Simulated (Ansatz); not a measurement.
LiAuSn (P6_3/mmc), PBEsol, DFPT electron-phonon coupling, linearised Boltzmann equation run with Ansatz (a first-principles code). Phonon-limited resistivity 12.5 μΩ·cm at 300 K along z (a = (4.68, 0.00, 0.00) Å; b = (-2.34, 4.05, 0.00) Å; c = (0.00, 0.00, 5.99) Å), current-weighted mean free path 8.8 nm, Drude plasma energy 7.84 eV.

**Question.** What Drude relaxation time do resistivity and plasma energy imply?

**Answer.** ω_p = 1.19e16 s⁻¹, so τ = 1/(ε₀ ω_p² ρ) = 6.37 fs, a damping ħ/τ of 103 meV.

**Question.** Estimate the resistivity of a 20 nm square wire with diffuse walls from ρ ≈ ρ₀(1 + 3ℓ/4d).

**Answer.** 1 + 0.75 × 8.8/20 = 1.33, so ρ ≈ 16.6 μΩ·cm and a line 1 μm long has 416 Ω. The formula is the free-electron limit for d well above ℓ; grain boundaries add to it.

**Question.** What is the classical skin depth at 100 GHz (nonmagnetic, μ₀ = 1.257×10⁻⁶ H/m)?

**Answer.** δ = √(ρ/(π f μ₀)) = 563 nm.

A metal at this level (no band gap). Only scattering by harmonic phonons is included (no impurities, grain boundaries, electron-electron scattering or thermal expansion). Spin-orbit coupling is left out, which matters with elements this heavy. The squared frequency of the phonon mode least converged on the k mesh is uncertain by about 18 %. The run warned that the eigensolver left some states short of its tolerance. Halving the electron mesh (20x20x16) moves the resistivity by up to 5 % at 300 K, the mean free path by up to 6 %. Smearing 0.20 eV; phonons on a 4x4x3 q mesh, which this run doesn't test.

Formula and space group known from diffraction (Crystallography Open Database), not checked to be the room-temperature form: LiAuSn (P6_3/mmc).
